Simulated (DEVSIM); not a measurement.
Structure: Schottky contact on p-type Si, at 400 K.

Layer 1 from the left is Si, thickness (μm) 0.560, Na (cm⁻³) 2.7e17, τn (s) 2.4e-5, τp (s) 2.4e-5.

Left contact: Schottky, work function 4.604 eV, emission velocity 2e6 cm/s. Right contact: ohmic. Voltage is applied to the left contact. Recombination: SRH at mid-gap, radiative, Auger. Mobility is μmin + (μ − μmin)/(1 + (N/Nref)^α).

Constants are typed, rounded textbook-type inputs, not results; the design itself was drawn at random and stands for no fabricated device. Values at 300 K; Nc and Nv go as T^1.5, mobilities as T to minus their exponent, the gap by Varshni's rule with the affinity fixed.

Si: gap (eV) 1.124, affinity (eV) 4.05, permittivity 11.7, Nc (cm⁻³) 2.86e19, Nv (cm⁻³) 3.1e19, μn (cm²/Vs) 1417, μp (cm²/Vs) 470, μn,min 52, μp,min 45, Nref,n 9.7e16, Nref,p 2.2e17, αn 0.68, αp 0.72, T exponent of μn 2.3, T exponent of μp 2.2, B (cm³/s) 4.7e-15, Cn (cm⁶/s) 2.8e-31, Cp (cm⁶/s) 9.9e-32, Varshni α (eV/K) 0.000473, Varshni β (K) 636.

### Question
Estimate by hand the built-in potential, the peak field at zero bias, and compare with a numerical solution.

### Answer

- Built-in potential: barrier φB = 0.542 eV; Vbi = φB − kT/q ln(N_band/N) = 0.364 V; numerical 0.364 V.
- Peak field at zero bias: depletion approximation: W = √(2εVbi/(qN)) = 0.0418 μm with N = 2.70e17 cm⁻³; field = 2Vbi/W = 174000 V/cm; numerical 164000 V/cm (estimate above by 6.4 %).

Simulated with DEVSIM: 1D drift-diffusion, Boltzmann statistics, complete ionisation; no tunnelling, impact ionisation, image-force lowering or self-heating. Metal contacts follow the ideal Schottky-Mott rule: no Fermi-level pinning, no interface dipoles.
